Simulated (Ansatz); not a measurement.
## PbSe in the rock salt structure (space group Fm-3m, No. 225)

```yaml
crystal:
  lattice:
    - [0.00000, 3.08901, 3.08901]
    - [3.08901, 0.00000, 3.08901]
    - [3.08901, 3.08901, 0.00000]
  atoms:
    - { symbol: Se, position: [0.00000, 0.00000, 0.00000] }
    - { symbol: Pb, position: [0.50000, 0.50000, 0.50000] }
```

The values are results of r2SCAN (Ansatz, a first-principles code; PAW; 500 eV plane waves; no spin-orbit coupling), not measurements. Γ-centred 9×9×9 mesh, Fermi–Dirac width 0.05 eV.

| Quantity | Value |
|---|---|
| Volume per atom | 29.48 Å³ |
| Density | 8.06 g/cm³ |
| Band gap | 0.67 eV, direct at L |
| Electron mass | 0.19 mₑ along k, 0.14 mₑ across |
| Hole mass | 0.24 mₑ along k, 0.11 mₑ across |
| Lowest conduction-band minima above the VBM | L along ⟨111⟩ 0.67 eV; a point along ⟨110⟩, about 0.6 Å⁻¹ from Γ 1.46 eV |
| Total energy | -8700.167 eV/atom (σ→0; compares only within this code and set-up) |

With Pb present, leaving out spin-orbit coupling can change the band edges. Masses are band curvatures over ±0.01 Å⁻¹ around the edge. Along k means along the line from Γ to the band edge. No phonon test of stability was made.
